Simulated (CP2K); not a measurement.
## Worked example: self-consistent single point of a (100) slab of BaTiO3 (cut from a parent of space group no. 221; 10 atoms in the cell) in CP2K

Level of theory: PBE, GPW, DZVP-MOLOPT-SR-GTH basis, GTH-PBE potentials (GTH_POTENTIALS) (CP2K).

This input was run:

```
&GLOBAL
  PROJECT batio3
  RUN_TYPE ENERGY_FORCE
  PRINT_LEVEL LOW
&END GLOBAL
&FORCE_EVAL
  METHOD Quickstep
  STRESS_TENSOR ANALYTICAL
  &DFT
    BASIS_SET_FILE_NAME BASIS_MOLOPT
    POTENTIAL_FILE_NAME GTH_POTENTIALS
    &QS
      METHOD GPW
      EPS_DEFAULT 1E-11
    &END QS
    &MGRID
      CUTOFF 600
      REL_CUTOFF 40
      NGRIDS 5
    &END MGRID
    &SCF
      SCF_GUESS ATOMIC
      EPS_SCF 1E-6
      MAX_SCF 100
      ADDED_MOS 14
      &DIAGONALIZATION
        ALGORITHM STANDARD
      &END DIAGONALIZATION
      &MIXING
        METHOD BROYDEN_MIXING
        ALPHA 0.2
        NBUFFER 10
        BETA 1
      &END MIXING
      &SMEAR ON
        METHOD METHFESSEL_PAXTON
        SIGMA [eV] 0.2
      &END SMEAR
    &END SCF
    &KPOINTS
      SCHEME MONKHORST-PACK 6 6 1
      GAMMA_CENTERED T
    &END KPOINTS
    &XC
      &XC_FUNCTIONAL PBE
      &END XC_FUNCTIONAL
    &END XC
    &PRINT
      &MO
        EIGENVALUES T
        OCCUPATION_NUMBERS T
        NDIGITS 8
        FILENAME mo
        &EACH
          QS_SCF 0
        &END EACH
        ADD_LAST NUMERIC
      &END MO
      &MULLIKEN OFF
      &END MULLIKEN
    &END PRINT
  &END DFT
  &SUBSYS
    &CELL
      ABC 4.00768000 4.00768000 22.01150000
      ALPHA_BETA_GAMMA 90.00000000 90.00000000 90.00000000
      PERIODIC XYZ
    &END CELL
    &COORD
      SCALED
      Ba       0.50000000     0.50000000     0.36344600
      Ba       0.50000000     0.50000000     0.54551900
      Ti       0.00000000     0.00000000     0.45448100
      Ti       0.00000000     0.00000000     0.63655400
      O        0.00000000     0.00000000     0.36344600
      O        0.50000000     0.00000000     0.45448100
      O        0.00000000     0.50000000     0.45448100
      O        0.00000000     0.00000000     0.54551900
      O        0.50000000     0.00000000     0.63655400
      O        0.00000000     0.50000000     0.63655400
    &END COORD
    &KIND Ba
      BASIS_SET DZVP-MOLOPT-SR-GTH-q10
      POTENTIAL GTH-PBE-q10
    &END KIND
    &KIND Ti
      BASIS_SET DZVP-MOLOPT-SR-GTH-q12
      POTENTIAL GTH-PBE-q12
    &END KIND
    &KIND O
      BASIS_SET DZVP-MOLOPT-SR-GTH-q6
      POTENTIAL GTH-PBE-q6
    &END KIND
  &END SUBSYS
  &PRINT
    &FORCES ON
    &END FORCES
    &STRESS_TENSOR ON
    &END STRESS_TENSOR
  &END PRINT
&END FORCE_EVAL
```

The program printed (abridged):

```
 GLOBAL| Method name                                                        CP2K
 GLOBAL| Project name                                                     batio3
 GLOBAL| Run type                                                   ENERGY_FORCE

 TOTAL NUMBERS AND MAXIMUM NUMBERS

  Total number of            - Atomic kinds:                                   3
                             - Atoms:                                         10
                             - Shell sets:                                    10
                             - Shells:                                        58
                             - Primitive Cartesian functions:                 54
                             - Cartesian basis functions:                    176
                             - Spherical basis functions:                    158

  Maximum angular momentum of- Orbital basis functions:                        3
                             - Local part of the GTH pseudopotential:          2
                             - Non-local part of the GTH pseudopotential:      3

 SCF PARAMETERS         Density guess:                                    ATOMIC
                        max_scf:                                             100
                        max_diis:                                              4
                        eps_scf:                                        1.00E-06
                        eps_diis:                                       1.00E-01
                        eps_eigval:                                     1.00E-05
                        level_shift [a.u.]:                             0.000000
                        added MOs                                        14    0
                        Mixing method:                            BROYDEN_MIXING
                                                charge density mixing in g-space
                        Smear method:                          METHFESSEL_PAXTON
                        Smearing width (sigma) [a.u.]:                  7.35E-03
                        Accuracy threshold:                             1.00E-10
                        No outer SCF

 Extrapolation method: initial_guess

 Number of electrons:                                                         80
 Number of occupied orbitals:                                                 40
 Number of molecular orbitals:                                                54

 Number of orbital functions:                                                158
 Number of independent orbital functions:                                    158

 SCF WAVEFUNCTION OPTIMIZATION

  Step     Update method      Time    Convergence         Total energy    Change
     1 NoMix/Diag. 0.20E+00      -     2.01013460      -264.9513785656 -2.65E+02
     2 Broy./Diag. 0.20E+00      -     0.19378983      -257.5244626264  7.43E+00
     3 Broy./Diag. 0.20E+00      -     0.28515530      -262.0225572813 -4.50E+00
     4 Broy./Diag. 0.20E+00      -     0.11498872      -264.0670188473 -2.04E+00
     5 Broy./Diag. 0.20E+00      -     0.03918521      -263.6583725759  4.09E-01
     6 Broy./Diag. 0.20E+00      -     0.02876448      -263.8455996193 -1.87E-01
     7 Broy./Diag. 0.20E+00      -     0.02573037      -263.9753668970 -1.30E-01
   [... 29 lines left out ...]
    37 Broy./Diag. 0.20E+00      -     0.00000352      -264.1678295041 -5.36E-06
    38 Broy./Diag. 0.20E+00      -     0.00000239      -264.1678328123 -3.31E-06
    39 Broy./Diag. 0.20E+00      -     0.00000139      -264.1678307686  2.04E-06
    40 Broy./Diag. 0.20E+00      -     0.00000105      -264.1678279486  2.82E-06
    41 Broy./Diag. 0.20E+00      -     0.00000065      -264.1678285280 -5.79E-07

  *** SCF run converged in    41 steps ***

  Electronic density on regular grids:        -80.0000000000        0.0000000000
  Core density on regular grids:               79.9999999995       -0.0000000005
  Total charge density on r-space grids:       -0.0000000004
  Total charge density g-space grids:          -0.0000000004

  Overlap energy of the core charge distribution:               0.00000000000001
  Self energy of the core charge distribution:               -567.43495295882894
  Core Hamiltonian energy:                                    145.01654504244220
  Hartree energy:                                             201.58027616466481
  Exchange-correlation energy:                                -43.32970101823622
  Smearing free energy correction:                              0.00000424196672
  Fermi energy:                                                 0.05982314542349

  Total energy:                                              -264.16782852801265

 ENERGY| Total FORCE_EVAL ( QS ) energy [hartree]           -264.167835434603944

 FORCES| Atomic forces [hartree/bohr]
 FORCES|   Atom     x               y               z               |f|
 FORCES|      1  2.09070249E-11  2.08986181E-11  6.44886929E-03   6.44886929E-03
 FORCES|      2  2.28700359E-11  2.28771234E-11  1.69447703E-02   1.69447703E-02
 FORCES|      3  3.31400632E-11  3.31483915E-11 -2.77556804E-02   2.77556804E-02
 FORCES|      4  3.71688375E-11  3.71670768E-11 -4.49202891E-02   4.49202891E-02
 FORCES|      5  3.41942455E-11  3.41747873E-11  1.22456263E-02   1.22456263E-02
 FORCES|      6 -4.33991206E-11  3.29265515E-11 -2.84449073E-03   2.84449073E-03
 FORCES|      7  3.28669139E-11 -4.34013014E-11 -2.84448851E-03   2.84448851E-03
 FORCES|      8  3.17007331E-11  3.16957217E-11  2.08904130E-02   2.08904130E-02
 FORCES|      9 -4.76071812E-11  3.36968567E-11  1.08560468E-02   1.08560468E-02
 FORCES|     10  3.36671489E-11 -4.75818468E-11  1.08560484E-02   1.08560484E-02
 FORCES| Sum     1.55508701E-10  1.55601979E-10 -1.23174649E-04
 FORCES| Total atomic force                                       1.23174649E-04

 STRESS| Analytical stress tensor [bar]
 STRESS|                        x                   y                   z
 STRESS|      x       -1.72153570157E+04  -9.56471726997E-06  -2.85392579712E-06
 STRESS|      y       -9.56471726997E-06  -1.72153558976E+04  -2.85100140656E-06
 STRESS|      z       -2.85392579712E-06  -2.85100140656E-06  -1.12887404905E+04
 STRESS| 1/3 Trace                                            -1.52398178013E+04
```

The run converged in 41 iterations.

The starting cell comes from a database of computed structures (which also holds hypothetical and non-ambient phases and stackings), without a prior relaxation at this level. The slab is cut from that crystal, and its faces are unrelaxed. Spin polarisation is off, though cut faces can carry moments; a gap of a slab can lie between surface states. The two faces of this cut differ, and no dipole correction was used. Values carry the incompleteness of an atom-centred basis. Forces in this geometry exceed 1 eV/Å.

Cost on one core of a shared machine: roughly 90 s.
